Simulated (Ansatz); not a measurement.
The starting structures come from a database of crystals and need not be the phases stable at ambient conditions.

 Where the default PAW files enter, the runs use the earlier of Ansatz's two default sets.

```
CELL_PARAMETERS angstrom
      4.21609     0.00000     0.00000
      0.00000     4.21609     0.00000
      2.10805    -2.10805     2.98123
ATOMIC_POSITIONS crystal
  Pb 0.00000 0.00000 0.00000
  F  0.25000 0.25000 0.50000
  F  0.75000 0.75000 0.50000
```

Space group of this cell: Fm-3m, fluorite. The cell was relaxed by PBE-D3(BJ); by r2SCAN its mean pressure is -1.5 GPa.

Transport runs along the normal of the first two printed cell vectors, the (001) plane of the conventional cell.

The gap is the functional's own. No spin-orbit coupling. Mid-gap values are interpolated on the energy grid.

Q: Give the band gap and the smallest decay constant κ at mid-gap that r2SCAN run with Ansatz (a quantum-chemistry and plane-wave program) yields.

A: Gap 4.96 eV on a 10×10×10 mesh; κ = 0.459 1/Å, at (0.500, 0.500) of the in-plane reciprocal vectors. At the zone centre, at the nearest computed energy, the slowest state has κ = 0.63 1/Å.
